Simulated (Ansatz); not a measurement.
BP (model structure, P6₂22, No. 180, 6 atoms in the cell), treated with LDA (Ansatz, a first-principles code, PAW).

Output (set-up and result lines):

```
WARN the atoms were moved onto the symmetric positions of the space group found under crystal.symmetry.tolerance 1.0e-5 (fractional …
Crystal: 6 atoms, lattice volume = 63.222 Å³
Basis set: ecut = 520 eV, 1705 PW (Γ), exchange–correlation on 50×50×108 points (8 copies of the dense FFT grid, shifted against one another)
Bands: 18, of which v1, the nominal top of the filled ones, is band 12 counted from 1 (11 counted from 0)
Symmetry: 12 space group operations
Space group: P6222 (ITA 180), of the structure as read, at distance tolerance 4.0e-5 Å
k-points: 185 of 2592 (time reversal used)
Functional: x = slater, c = lda
SCF iter   1: F=—  HF=-2627.121778 eV  |F-HF|=—  |Δ(HF+E_count)|=         —  Δρ=6.40e-3  dr2=2.14e-2
SCF iter   2: F=—  HF=-2627.116498 eV  |F-HF|=—  |Δ(HF+E_count)|=   5.28e-3  Δρ=3.11e-3  dr2=4.03e-3
  ...
SCF iter   6: F=—  HF=-2627.115132 eV  |F-HF|=—  |Δ(HF+E_count)|=   4.69e-9  Δρ=1.23e-6  dr2=7.85e-10
SCF iter   7: F=-2627.115132 eV  HF=-2627.115132 eV  |F-HF|=4.55e-12  |Δ(HF+E_count)|=  6.96e-11  Δρ=1.68e-7  dr2=1.56e-11
SCF 1 converged in 7 iterations: F = -2627.115132 eV  dr2 = 1.56e-11
SCF converged after 7 iterations
Free energy (F): -2627.115132 eV
Internal energy: -2627.114723 eV  (E = F + TS)
E sigma→0 (E₀):  -2627.114927 eV
Fermi energy:    11.123149 eV
--- Stress (GPa, compression-positive) ---
       -1.275385      -0.000000      -0.000000
        0.000000      -1.275385      -0.000000
       -0.000000       0.000000      -1.604868
  P = ⅓ Tr σ = -1.3852 GPa (-13.852 kbar)
```

Task: Write an input file that could have produced this run (the log leaves some choices open).

Result: One answer among several that fit: 
Ansatz 0.2 input:
```yaml
crystal:
  lattice:
    - [3.2471147223, 0.0, 0.0]
    - [-1.6235573612, 2.8120838385, 0.0]
    - [0.0, 0.0, 6.9237369094]
  atoms:
    - { symbol: B, position: [0.5000013281, 0.0, 0.6666666667] }
    - { symbol: B, position: [0.0, 0.5000013281, 0.3333333333] }
    - { symbol: B, position: [0.4999986719, 0.4999986719, 0.0] }
    - { symbol: P, position: [0.5000009168, 0.0, 0.1666666667] }
    - { symbol: P, position: [0.0, 0.5000009168, 0.8333333333] }
    - { symbol: P, position: [0.4999990832, 0.4999990832, 0.5] }
basis:
  ecutwfc: 520
  ecutrho_ratio: 4
  xc_grid: 2
kpoints:
  mp_grid: { grid: [18, 18, 8] }
hamiltonian:
  xc: lda
  dispersion: none
  pseudopotentials: { kind: paw }
scf:
  occupations: { method: fermi_dirac, width: 0.05 }
  convergence: { dr2_threshold: 0.0000000006 }
output:
  forces: true
  stress: true
  eigenvalues: true
```

The PAW data were made under PBE.

Note: the relaxation could raise the start's symmetry but not lower it, so the cell can be a saddle point. Note: cell and atoms aren't relaxed at this level (pressure -1.4 GPa).

Cost on a shared machine: about 13 core-seconds (a rough figure).

A model structure was made by putting elements into a prototype or built by hand; it is no filed structure, need not be a known phase, and can be a saddle point held by its symmetry.
